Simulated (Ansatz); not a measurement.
A (8,8) WS2 nanotube, stretched and compressed along its axis from its relaxed period of 3.209 Å, atoms relaxed at each length.

Calculation: PBE (plane waves to 420 eV, PAW; Ansatz, a first-principles code). Mesh 1×1×10. No spin polarisation, so a magnetic state wasn't tested. It repeats along c; a and b span vacuum. An idealised model, rolled from the flat sheet. Symmetry and one short period hold its shape; lower forms weren't sought. Values not marked SOC lack spin–orbit coupling. Buckling under compression is shut out by symmetry and the short period. Energies are free energies at a Fermi–Dirac width of 0.02 eV, from the unstrained cell.

| strain (%) | energy (meV a period) | axial force (nN) | PBE gap (eV) |
|---|---|---|---|
| -3.0 | +522 | -18.27 | 0.95 |
| -1.5 | +124 | -8.49 | 0.88 |
| 0.0 | 0 | +0.02 | 0.81 |
| +1.5 | +115 | +7.45 | 0.73 |
| +3.0 | +437 | +13.83 | 0.66 |

The slope of the force at zero strain is 530 nN.
